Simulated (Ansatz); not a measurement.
```yaml
crystal:
  lattice:
    - [4.05491, 0.00000, 0.00000]
    - [0.00000, 4.05491, -0.00081]
    - [0.00000, 2.02262, 29.02559]
  atoms:
    - { symbol: Se, position: [0.00000, 0.42143, 0.08381] }
    - { symbol: Se, position: [0.00000, 0.32500, 0.28182] }
    - { symbol: Se, position: [0.50000, 0.87340, 0.18300] }
    - { symbol: Se, position: [0.00000, 0.22118, 0.47984] }
    - { symbol: Se, position: [0.50000, 0.77507, 0.38065] }
    - { symbol: Zn, position: [0.00000, 0.89775, 0.13358] }
    - { symbol: Zn, position: [0.50000, 0.43928, 0.03124] }
    - { symbol: Zn, position: [0.00000, 0.80057, 0.33127] }
    - { symbol: Zn, position: [0.50000, 0.34927, 0.23240] }
    - { symbol: Zn, position: [0.00000, 0.69205, 0.53256] }
    - { symbol: Zn, position: [0.50000, 0.25050, 0.43006] }
    - { symbol: Ag, position: [0.00000, 0.61433, 0.67134] }
    - { symbol: Ag, position: [0.50000, 0.11421, 0.67217] }
    - { symbol: Ag, position: [0.50000, 0.65346, 0.59696] }
    - { symbol: Ag, position: [0.00000, 0.15336, 0.59771] }
    - { symbol: Ag, position: [0.00000, 0.53939, 0.81876] }
    - { symbol: Ag, position: [0.50000, 0.04003, 0.81863] }
    - { symbol: Ag, position: [0.50000, 0.57667, 0.74531] }
    - { symbol: Ag, position: [0.00000, 0.07643, 0.74512] }
    - { symbol: Ag, position: [0.00000, 0.46810, 0.96631] }
    - { symbol: Ag, position: [0.50000, 0.96894, 0.96681] }
    - { symbol: Ag, position: [0.50000, 0.50399, 0.89258] }
    - { symbol: Ag, position: [0.00000, 0.00377, 0.89173] }
```

The first 11 atoms are the substrate (ZnSe-zb), the rest the film (Ag).

All values below come from PBE (plane waves to 420 eV, PAW; Ansatz, a first-principles code). Spin–orbit coupling is left out; the runs are not spin-polarised; PBE gaps are too small against experiment. Its k-point mesh 8×8×1, Fermi–Dirac width 0.05 eV.

Question: Describe the bonding at the interfaces and give the barriers.

Answer: A periodic stack without vacuum, fcc Ag (0 0 1) on zinc-blende ZnSe (0 0 1) (film strained to the substrate, started from cuts of the bulks and a machine-learned relaxation; slabs Se5Zn6 and Ag12, which can lie off the formulas): substrate slab Se5Zn6, film Ag12, surface cells [[1, 0], [1, 1]] and [[0, -1], [2, 1]], film strained by -2.3 and -2.3 %, outermost planes Zn/Zn and Ag/Ag as cut, which need not be the usual terminations and can put a slab off its formula.
The interface area is 16.4 Å², the period is 29.03 Å and the heights between the nearest atoms of the two slabs at the two interfaces comes out as 1.87 and 1.87 Å. The Ag–Zn contacts across the interfaces within 1.22 times the sum of covalent radii is 8, mean 2.76 Å and the hole barrier (PBE) is 0.97 eV. The electron barrier (PBE) comes out as 0.18 eV.
